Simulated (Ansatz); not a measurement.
Al12W (Im-3, No. 204), treated with LDA (PAW; Ansatz, a quantum-chemistry and plane-wave program).

Numerical settings: plane-wave cutoff 520 eV, 12×12×12 k mesh, Fermi–Dirac smearing 0.046 eV (set by the program), no spin polarisation, scalar-relativistic PAW data made under PBE.

Computed at the level's own relaxed cell.

Hill averages of the elastic tensor: K = 99.4 GPa, G = 61.9 GPa. Volume 16.109 Å³/atom, mean atomic mass 39.048 u.

Work out the density, the sound velocities of a polycrystal and the elastic Debye temperature, and Pugh's ratio at this level.

ρ = 1.66054 × 39.048/16.109 = 4.025 g/cm³. v_l = √[(K + 4G/3)/ρ] = 6.723 km/s and v_t = √(G/ρ) = 3.922 km/s. The mean follows from 3/v_m³ = 1/v_l³ + 2/v_t³: v_m = 4.350 km/s. Θ_D = (ħ/k_B) v_m (6π²/V)^(1/3) = 76.38 K Å s/km × 4.350 × 1.5433 Å⁻¹ = 513 K, counting all atoms of the cell. K/G = 1.61, to be set beside Pugh's rough bound of 1.75 between brittle and ductile metals.
